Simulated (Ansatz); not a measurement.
Take AlN in the zinc blende structure (space group F-43m, No. 216) as the base.

```yaml
crystal:
  lattice:
    - [0.00000, 2.18488, 2.18488]
    - [2.18488, 0.00000, 2.18488]
    - [2.18488, 2.18488, 0.00000]
  atoms:
    - { symbol: Al, position: [0.00000, 0.00000, 0.00000] }
    - { symbol: N, position: [0.25000, 0.25000, 0.25000] }
```

Cartesian axes are those of the cell as printed.

Level of theory: r2SCAN (Ansatz, a quantum-chemistry and plane-wave program; PAW; 500 eV plane waves; scalar-relativistic without spin-orbit coupling).

For the base:

The valley order is X along ⟨100⟩ 3.94 eV; Γ 4.84 eV.

Now apply this change: compressive biaxial strain of 3.00 % in the plane normal to [001], as in epitaxy on a mismatched substrate; the out-of-plane cell vector and the atoms relax.

Question: Estimate the effect on the ratio −ε⊥/ε∥.

Answer: The ratio −ε⊥/ε∥ is 0.98.

Question: Estimate the effect on the valley order.

Answer: The valley order (the lowest conduction-band minima on the path, energy above the VBM, named in the base's zone) changes from X along ⟨100⟩ 3.94 eV; Γ 4.84 eV to X along [010] 3.76 eV; X along [001] 4.07 eV; Γ 5.00 eV.

The levels and masses belong to the bands next to the band gap. Stability against distortions was not tested. This is not the structure that AlN has at room temperature and ambient pressure.
